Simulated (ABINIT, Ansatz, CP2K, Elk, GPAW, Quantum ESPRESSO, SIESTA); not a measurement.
**One structure in several programs: MgZnCu (Imma, 6 atoms in the cell)**

Self-consistent single point, at a second geometry (lattice scaled by 0.98). First geometry:

```yaml
crystal:
  lattice:
    - [-2.53499, 2.56596, 3.58238]
    - [2.53499, -2.56596, 3.58238]
    - [2.53499, 2.56596, -3.58238]
  atoms:
    - { symbol: Mg, position: [0.12315, 0.87315, 0.25000] }
    - { symbol: Mg, position: [0.87685, 0.12685, 0.75000] }
    - { symbol: Zn, position: [0.50000, 0.50000, 0.50000] }
    - { symbol: Zn, position: [0.50000, 0.00000, 0.00000] }
    - { symbol: Cu, position: [0.50000, 0.50000, 0.00000] }
    - { symbol: Cu, position: [0.00000, 0.50000, 0.50000] }
```

Shared settings, as Ansatz (a first-principles code) writes them: kpoints.mp_grid.grid = 5 5 5; scf.occupations.method = fermi_dirac; scf.occupations.width = 0.0073 Ry. Potentials and cutoffs stand in the table.

| code | model | ΔF from the first geometry (meV/atom) | pressure (GPa) | largest force (eV/Å) | cutoff |
|---|---|---|---|---|---|
| Ansatz | LDA (PW92), PAW files made with PBE | -34.4 | -3.70 | 0.033 | default |
| CP2K | LDA (Pade form), GPW, DZVP-MOLOPT-SR-GTH basis, GTH-PADE potentials (GTH_POTENTIALS) | -23.8 | -1.53 | 0.143 | grid 1000 Ry |
| SIESTA | LDA PW92, numerical atomic orbitals DZP, PseudoDojo LDA standard norm-conserving potentials (rewritten from UPF to PSML) | -34.9 | -3.65 | 0.004 | grid 400 Ry |
| GPAW | LDA (Perdew-Wang 92), GPAW PAW datasets LDA (gpaw-data 1.0.1) | -33.5 | -3.66 | 0.032 | 850 eV |
| Elk | LDA (PW92), all-electron FP-LAPW, Elk's shipped species files, APW+lo basis with extra local orbitals | -34.4 | – | – | rgkmax 8 |
| Quantum ESPRESSO | LDA (PZ), GBRV 1.5 ultrasoft (LDA) pseudopotentials | -33.6 | -4.18 | 0.035 | 50 Ry |
| ABINIT | LDA (PW92), PAW (JTH v2.0 LDA PAW) | -34.3 | -3.85 | 0.035 | 816 eV |

For Quantum ESPRESSO (by 0.6 GPa) the energy change implies a higher mean pressure, against the two pressures, than for the other programs: a sign of finite-basis (Pulay) stress.

A dash marks a value that a program does not give, or that is left out as unsure.

On Ansatz's run: spin polarisation is off.

The spread over the programs that give each value: ΔF from the first geometry within 11.1 meV/atom; pressure within 2.65 GPa; largest force within 0.139 eV/Å.

CP2K and SIESTA use small atom-centred bases, whose incompleteness enters pressures, forces and empty levels differently from a plane-wave cutoff. Elk treats all electrons, but the usual bases taken here (sphere radii, linearisation, local orbitals, empty states) were not tested for convergence, so the values are no reference for the others. Ansatz's pressure is given at a fixed set of plane waves, as the other plane-wave codes print theirs; with its correction for the finite basis it is -3.66 GPa. The same LDA comes in different parametrisations, which differ slightly. In the pressure, CP2K (by 2.24) lies more than 1 GPa from the median of the plane-wave programs. In the force vectors, CP2K (by 0.177) lies more than 0.08 eV/Å from the median of the plane-wave programs.

The starting cell comes from a database of computed structures (which also holds hypothetical and non-ambient phases and stackings), without a prior relaxation at this level. Its lattice was rescaled by a random factor within 2.5 % of one. For this run, on top of that: lattice scaled by 0.98.

Left out of this page: FLEUR (with a known weakness of the program).

Keys are those of Ansatz 0.2.
